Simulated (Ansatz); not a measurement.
Take AlN in the wurtzite structure (space group P6_3mc, No. 186; a = 3.1138 Å, c = 4.9833 Å) as the base. Axes: x lies along a and z along c of the hexagonal cell.

Computed with PBEsol in Ansatz (plane waves to 420 eV, PAW, scalar-relativistic without spin-orbit coupling).

Base values:

Band gap: 4.09 eV
Width of the top valence band: 2.41 eV

The change: the cell is compressed by 0.60 % along z with no lateral relaxation, atoms relaxed at fixed cell.

Task: Predict the new electron mass.

Result: The electron mass is 0.30 mₑ (at Γ).

Task: What happens to the band gap?

Result: The band gap goes up by 0.02 eV, from 4.09 eV to 4.11 eV.

Task: What does the calculation give for the width of the top valence band after the change?

Result: The width of the top valence band increases by 0.04 eV to 2.45 eV.

Task: What does the calculation give for the stress after the change?

Result: The stress (xx, yy, zz, yz, xz, xy; compression positive) comes out as (0.66, 0.66, 2.14, 0.00, 0.00, 0.00) GPa.

The cells carry an imposed strain or load. Effective masses come from finite differences of ±0.01 Å⁻¹. No phonon test of stability was made.

Ansatz is a quantum-chemistry and plane-wave program.
